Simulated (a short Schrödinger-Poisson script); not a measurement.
Structure: MOS inversion layer, SiO2 on p-type InP, at 300 K.

| layer | material | thickness (nm) | Na (cm⁻³) |
|---|---|---|---|
| 1 | SiO2 | 2.8 | - |
| 2 | InP | 1700 | 8.3e16 |

The device is made up for the run: typed textbook-type constants, with dimensions and the other settings drawn at random. SiO2: permittivity 3.9, conduction-band edge (eV) 3.48, gap (eV) 9, electron mass (mₑ) 0.5. InP: permittivity 12.5, conduction-band edge (eV) 0, gap (eV) 1.344, Nv at 300 K (cm⁻³) 1.1e19.

Channel valleys (confinement mass, in-plane density-of-states mass, number): Γ 0.08, 0.08, 1. At the gate the conduction-band edge of layer 1 lies 4.12 eV − eVg above the Fermi level of the channel; the field vanishes at the back. Gaps are held at their typed values at every temperature. Mesh 0.03 nm at interfaces.

From a short Schrödinger-Poisson script (our own, NumPy): 1D Poisson equation in equilibrium, electrons quantum, Hartree (BenDaniel-Duke, 12 states a valley, the channel's in-plane mass for all, wave functions free to enter the dielectric), parabolic valleys, classical holes, full ionisation, no traps, pinning or gate leakage.

The same stack at other levels of the model or other numerical settings:

```tsv
run	sheet density of all electrons at Vg = 2.2 V (cm⁻²)	sheet density of all electrons at Vg = 1 V (cm⁻²)	capacitance at Vg = 2.2 V (μF/cm²)	centroid of the channel electrons at Vg = 2.2 V (nm)	rough cost against the base
base	7.08e12	5.84e11	0.930	2.94	about 1
electrons treated as classical, Boltzmann	9.52e12	1.01e12	1.19	0.62	0.06
electrons treated as classical, Fermi-Dirac	7.39e12	7.92e11	0.931	2.46	0.3
electrons treated as quantum, Hartree plus LDA exchange-correlation	7.25e12	6.40e11	0.938	2.84	2
mesh six times as coarse	7.04e12	5.74e11	0.926	2.99	0.3
one subband a valley	6.91e12	5.78e11	0.895	2.46	0.7
```

The classical rows ignore confinement, and Boltzmann statistics overrate the density once the band edge passes the Fermi level.

Above a few 1e12 electrons/cm² a light Γ valley is non-parabolic and upper valleys begin to fill, which the model leaves out.
